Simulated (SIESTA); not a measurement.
Input and output of a self-consistent single point for Tl3Ge (I4/mmm, 4 atoms in the cell) (SIESTA)

Method of the run: SIESTA with GGA PBEsol, numerical atomic orbitals DZP, PseudoDojo PBEsol standard norm-conserving potentials (rewritten from UPF to PSML).

Input:

```
# files in the folder: Tl.psml Ge.psml (PseudoDojo PBEsol standard)
SystemName  Tl3Ge
SystemLabel tl3ge

NumberOfAtoms                4
NumberOfSpecies              2
%block ChemicalSpeciesLabel
  1 81 Tl
  2 32 Ge
%endblock ChemicalSpeciesLabel
LatticeConstant              1.0 Ang
%block LatticeVectors
    -2.672175000    2.672175000    3.954705000
     2.672175000   -2.672175000    3.954705000
     2.672175000    2.672175000   -3.954705000
%endblock LatticeVectors
AtomicCoordinatesFormat      Ang
%block AtomicCoordinatesAndAtomicSpecies
    -0.000000000    2.672175000    1.977352500  1
     2.672175000    0.000000000    1.977352500  1
     0.000000000    0.000000000    3.954705000  1
     0.000000000    0.000000000    0.000000000  2
%endblock AtomicCoordinatesAndAtomicSpecies

XC.functional                GGA
XC.authors                   PBEsol
PAO.BasisSize                DZP
PAO.EnergyShift              0.005 Ry
MeshCutoff                   350 Ry
%block kgrid.MonkhorstPack
    7   0   0  0.0
    0   7   0  0.0
    0   0   7  0.0
%endblock kgrid.MonkhorstPack
OccupationFunction           FD
ElectronicTemperature        0.1 eV

MaxSCFIterations             150
SCF.Mixer.Method             Pulay
SCF.Mixer.Weight             0.1
SCF.Mixer.History            8
SCF.DM.Tolerance             1.0E-04
Diag.ParallelOverK           true
WriteForces                  true
Charge.Mulliken              end
```

Output, abridged:

```
reinit: Reading from file input.fdf

reinit: System Name: Tl3Ge
reinit: System Label: tl3ge

coor:   Atomic-coordinates input format  =     Cartesian coordinates
coor:                                          (in Angstroms)

siesta: Atomic coordinates (Bohr) and species
siesta:     -0.00000   5.04968   3.73665  1        1
siesta:      5.04968   0.00000   3.73665  1        2
siesta:      0.00000   0.00000   7.47331  1        3
siesta:      0.00000   0.00000   0.00000  2        4

siesta: System type = bulk

initatomlists: Number of atoms, orbitals, and projectors:      4    72    72

siesta: ******************** Simulation parameters ****************************
redata: Spin configuration                          = none
redata: Time-Reversal Symmetry                      = T
redata: Number of Atomic Species                    =        2
redata: Mesh Cutoff                                 =   350.0000 Ry
redata: Net charge of the system                    =     0.0000 |e|
redata: Min. number of SCF Iter                     =        0
redata: Max. number of SCF Iter                     =      150
redata: SCF convergence failure will abort job
redata: SCF mix quantity                            = Hamiltonian
redata: Mix DM or H after convergence               =   F
redata: Recompute H after scf cycle                 =   F
redata: Mix DM in first SCF step                    =   T
redata: No kicks to SCF
redata: DM Mixing Weight for Kicks                  =     0.5000
redata: Require Harris convergence for SCF          =   F
redata: Harris energy tolerance for SCF             =     0.000100 eV
redata: Require DM convergence for SCF              =   T
redata: DM tolerance for SCF                        =     0.000100
redata: Require EDM convergence for SCF             =   F
redata: EDM tolerance for SCF                       =     0.001000 eV
redata: Require H convergence for SCF               =   T
   [... lines left out ...]
diag: Parallel distribution                         =     1 x     1
diag: Used triangular part                          = Lower
diag: Absolute tolerance                            =  0.100E-15
diag: Orthogonalization factor                      =  0.100E-05
diag: Memory factor                                 =  1.0000

superc: Internal auxiliary supercell:     5 x     5 x     7  =     175
superc: Number of atoms, orbitals, and projectors:    700  12600  12600

                        Single-point calculation

superc: Internal auxiliary supercell:     5 x     5 x     7  =     175
superc: Number of atoms, orbitals, and projectors:    700  12600  12600

outcell: Unit cell vectors (Ang):
       -2.672175    2.672175    3.954705
        2.672175   -2.672175    3.954705
        2.672175    2.672175   -3.954705

outcell: Cell vector modules (Ang)   :    5.469984    5.469984    5.469984
outcell: Cell angles (23,13,12) (deg):    121.5138    121.5138     87.3974
outcell: Cell volume (Ang**3)        :    112.9546
new_DM -- step:     1
Initializing Density Matrix...

Attempting to read DM from file... Failed...
DM filled with atomic data:

InitMesh: MESH = 54 x 54 x 50 = 145800
InitMesh: Mesh cutoff (required, used) =   350.000   372.283 Ry

stepf: Fermi-Dirac step function
        iscf     Eharris(eV)        E_KS(eV)     FreeEng(eV)     dDmax    Ef(eV) dHmax(eV)
   scf:    1    -7375.926746    -7378.581648    -7378.662971  0.431384 -4.035554  2.934463
   scf:    2    -7379.059704    -7378.830808    -7378.913543  0.080773 -4.044521  2.313635
   scf:    3    -7379.391413    -7379.173670    -7379.258549  0.225755 -4.087466  1.236695
   scf:    4    -7379.267717    -7379.233466    -7379.318332  0.157466 -4.188976  0.119811
   scf:    5    -7379.233310    -7379.233388    -7379.318258  0.000611 -4.189052  0.123432
   scf:    6    -7379.234061    -7379.234132    -7379.319050  0.022252 -4.190937  0.056444
   scf:    7    -7379.234023    -7379.234198    -7379.319135  0.012625 -4.194695  0.038920
   scf:    8    -7379.234285    -7379.234285    -7379.319230  0.008331 -4.191039  0.016518
   scf:    9    -7379.234338    -7379.234316    -7379.319254  0.002645 -4.192538  0.000970
   scf:   10    -7379.234310    -7379.234313    -7379.319254  0.000224 -4.192474  0.001048
   scf:   11    -7379.234315    -7379.234314    -7379.319255  0.000111 -4.192501  0.000216
   scf:   12    -7379.234314    -7379.234314    -7379.319255  0.000034 -4.192518  0.000474
SCF Convergence by DM+H criterion
max |DM_out - DM_in|         :     0.0000343099
max |H_out - H_in|      (eV) :     0.0004736862
SCF cycle converged after 12 iterations

Using DM_out to compute the final energy and forces

siesta: E_KS(eV) =            -7379.2343

siesta: E_KS - E_eggbox =     -7379.2343

siesta: Atomic forces (eV/Ang):
     1    0.000281   -0.000281    0.000000
     2   -0.000281    0.000281   -0.000000
     3   -0.000000    0.000000   -0.000000
     4    0.000000   -0.000000    0.000000
   Tot    0.000000    0.000000    0.000000
   Max    0.000281
   Res    0.000162    sqrt( Sum f_i^2 / 3N )
   Max    0.000281    constrained

Stress tensor Voigt[x,y,z,yz,xz,xy] (kbar):       26.36       26.36       23.25        0.24        0.24        0.16
(Free)E + p*V (eV/cell)    -7381.1047
Target enthalpy (eV/cell)    -7379.3193

siesta: Program's energy decomposition (eV):
siesta: Ebs     =      -864.838508
siesta: Eions   =      7918.520644
siesta: Ena     =       411.647740
siesta: Ekin    =      4368.487731
siesta: Enl     =     -2134.727111
siesta: Eso     =         0.000000
siesta: Edftu   =         0.000000
siesta: DEna    =        29.551214
siesta: DUscf   =         0.703139
siesta: DUext   =         0.000000
siesta: Ex      =     -1995.030326
siesta: Ec      =      -141.346056
siesta: Exc     =     -2136.376383
siesta: Eharris =     -7379.234314
siesta: Etot    =     -7379.234314
siesta: FreeEng =     -7379.319255

siesta: Stress tensor (static) (eV/Ang**3):
siesta:     0.016453    0.000101    0.000150
siesta:     0.000101    0.016453    0.000150
siesta:     0.000150    0.000150    0.014514

siesta: Cell volume =        112.954588 Ang**3

siesta: Pressure (static):
siesta:                Solid            Molecule  Units
siesta:          -0.00017216         -0.00017211  Ry/Bohr**3
siesta:          -0.01580699         -0.01580256  eV/Ang**3
siesta:         -25.32559406        -25.31848811  kBar

mulliken: Atomic and Orbital Populations:

Species: Tl
Atom  Qatom  Qorb
               6s      6s      6py     6pz     6px     6py     6pz     6px
               5dxy    5dyz    5dz2    5dxz    5dx2-y2 6dxy    6dyz    6dz2
               6dxz    6dx2-y2
   1 12.760   1.669   0.050  -0.023   0.012  -0.023   0.308   0.293   0.308
              1.975   1.978   1.972   1.978   1.976   0.056   0.055   0.061

              0.055   0.061
   2 12.760   1.669   0.050  -0.023   0.012  -0.023   0.308   0.293   0.308
              1.975   1.978   1.972   1.978   1.976   0.056   0.055   0.061

              0.055   0.061
   3 12.714   1.751   0.021  -0.089  -0.044  -0.089   0.334   0.303   0.334
              1.966   1.983   1.972   1.983   1.985   0.067   0.048   0.084

              0.048   0.056

Species: Ge
Atom  Qatom  Qorb
               4s      4s      4py     4pz     4px     4py     4pz     4px
               3dxy    3dyz    3dz2    3dxz    3dx2-y2 4dxy    4dyz    4dz2
               4dxz    4dx2-y2
   4 14.766   1.676   0.095   0.910   0.877   0.910  -0.077  -0.059  -0.077
              2.006   2.006   2.006   2.006   2.006   0.082   0.108   0.075

              0.108   0.106

mulliken: Qtot =       53.000

Mulliken Atomic Populations:
Atom #   charge [q] valence [e]  Species
     1     0.240032   12.759968  Tl
     2     0.240032   12.759968  Tl
     3     0.286191   12.713809  Tl
     4    -0.766255   14.766255  Ge
 Total     0.000000
```

The run converged in 12 iterations.

The starting cell comes from a database of computed structures (which also holds hypothetical and non-ambient phases and stackings), without a prior relaxation at this level. Values carry the incompleteness of an atom-centred basis.

Cost on one core of a shared machine: roughly 2 min.
